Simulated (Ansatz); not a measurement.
Checking a run of Ansatz (a first-principles code) on Sr₂MgTi₂O₆ (P1, 11 atoms in the cell). The aim is a self-consistent single point with DFT, PBEsol, plane waves, default PAW files made with PBE.

Cell that was meant: a = 5.6671 Å, b = 5.6671 Å, c = 5.9497 Å, α = 117.71°, β = 117.71°, γ = 89.91°.

Part of the input:

Ansatz 0.2 input:
```yaml
    - { symbol: O, position: [0.77371700, 0.76243700, 0.02058000] }
    - { symbol: O, position: [0.75696300, 0.24491500, 0.00023500] }
    - { symbol: O, position: [0.25043000, 0.75602600, 0.00097300] }
basis:
  ecutwfc: 9.2 Ry
kpoints:
  mp_grid:
    grid: [4, 4, 5]
```

Output (repeated stretches shortened):

```
   [... lines left out ...]
PAW frozen core: O, regenerated for the run's functional, and the local potential with it
Initial density: superposition of atomic densities (neutral atoms: chi_scale 0, normalization atom), corrected by the library's trained network
Initial wavefunctions: pseudopotential atomic-orbital guess
Eigensolver: davidson
Functional: x = pbesol(κ = 0.804, μ = 0.12345679012345678), c = pbesol(β = 0.046)
SCF iter   1: F=—  HF=-16969.842545 eV  |F-HF|=—  |Δ(HF+E_count)|=         —  Δρ=4.28e-1  dr2=1.71e2  ethr=1.77e-3  ⟨swp⟩=9.1  Hψ=11595  notcnv=0
all-band conjugate gradients solve this SCF's bands
preconditioner: auto → LDOS
SCF iter   2: F=—  HF=-16899.311207 eV  |F-HF|=—  |Δ(HF+E_count)|=    7.05e1  Δρ=1.62e-1  dr2=3.47e1  ethr=1.77e-3  ⟨swp⟩=8.2  Hψ=7807  notcnv=0  defer=141
   [... lines left out ...]
SCF iter   9: F=—  HF=-16885.806490 eV  |F-HF|=—  |Δ(HF+E_count)|=   1.08e-6  Δρ=2.09e-5  dr2=1.28e-6  ethr=8.76e-9  ⟨swp⟩=2.0  Hψ=3248  notcnv=0  defer=141
SCF iter  10: F=—  HF=-16885.806489 eV  |F-HF|=—  |Δ(HF+E_count)|=   1.73e-7  Δρ=8.85e-6  dr2=1.77e-7  ethr=1.42e-9  ⟨swp⟩=2.0  Hψ=2956  notcnv=0  defer=141
SCF iter  11: F=-16885.806489 eV  HF=-16885.806489 eV  |F-HF|=3.27e-8  |Δ(HF+E_count)|=   1.68e-8  Δρ=3.62e-6  dr2=4.13e-8  ethr=1.11e-10  ⟨swp⟩=15.0  Hψ=10906  notcnv=0
SCF 1 converged in 11 iterations: F = -16885.806489 eV  dr2 = 4.13e-8
Free energy (F): -16885.806489 eV
Internal energy: -16885.784402 eV  (E = F + TS)
E sigma→0 (E₀):  -16885.795446 eV
Entropy (-TS):   -0.022088 eV (-2.008 meV/atom)
Fermi energy:    12.773437 eV
--- Forces (eV/Å), atoms counted from 1 ---
  atom   1  Sr     0.08231554     0.68197750    -0.02467022
  atom   2  Sr    -0.41536764    -0.10190717    -0.60415880
  atom   3  Mg     0.03207518    -0.39443890    -0.16602662
  atom   4  Ti    -0.59160017     0.13808508     0.24798237
  atom   5  Ti    -0.24482149     0.56870774     0.13072365
  atom   6  O     -0.19831285    -0.85634481     0.27413081
  atom   7  O      0.10942399     0.85549296    -0.84619073
   [... lines left out ...]
  atom  11  O      0.81150592     0.19836444     0.04327628
--- Stress (GPa, compression-positive) ---
        7.703512      -0.380173       0.958694
       -0.380173       9.894337      -1.200563
        0.958694      -1.200563      19.242706
  P = ⅓ Tr σ = 12.2802 GPa (122.802 kbar)
  The stress holds the Pulay correction. Without it, at fixed plane waves, as pw.x and ABINIT print it: P = -764.6411 GPa
```

Is anything amiss in this input, and did it matter?

The run is not sound. The fault is a basis or grid far too coarse for these potentials. Far below the cutoff that the potentials were made for, the basis cannot represent the orbitals near the nuclei, and energies, forces and above all the stress go wrong. To fix it, restore the cutoff that the potentials need and check convergence. The run converged in 11 iterations without an error; against the sound input the free energy rises by 30.6 eV/atom, the pressure goes from -5.54 to 12.28 GPa and the largest force goes from 1.367 to 1.208 eV/Å. At a fixed set of plane waves, without the program's Pulay estimate, the pressure is -764.64 GPa against -6.07 GPa.

An input that runs soundly differs in these lines (not the only fix; some lines may just follow from the change or write a value another way):
```diff
-basis:
-  ecutwfc: 9.2 Ry
```

With that input, the run converged in 10 iterations: free energy E − TS (on the zero of these files) -17222.5418 eV; Fermi level (on the code's own zero) 11.85 eV; pressure -5.54 GPa; largest force (vector length) 1.367 eV/Å (DFT, PBEsol, plane waves, default PAW files made with PBE).

On the sound input: the starting cell comes from a database of computed structures (which also holds hypothetical and non-ambient phases and stackings), without a prior relaxation at this level. Its atoms were displaced at random from the sites of space group no. 12. Spin polarisation is off, so a magnetic state, if there is one, cannot be reached. With a pressure of about -6 GPa the cell is away from its equilibrium volume at this level. Forces in this geometry exceed 1 eV/Å. Ansatz's pressure includes its estimate of the finite-basis (Pulay) stress. Without the estimate this run gives -6.07 GPa.
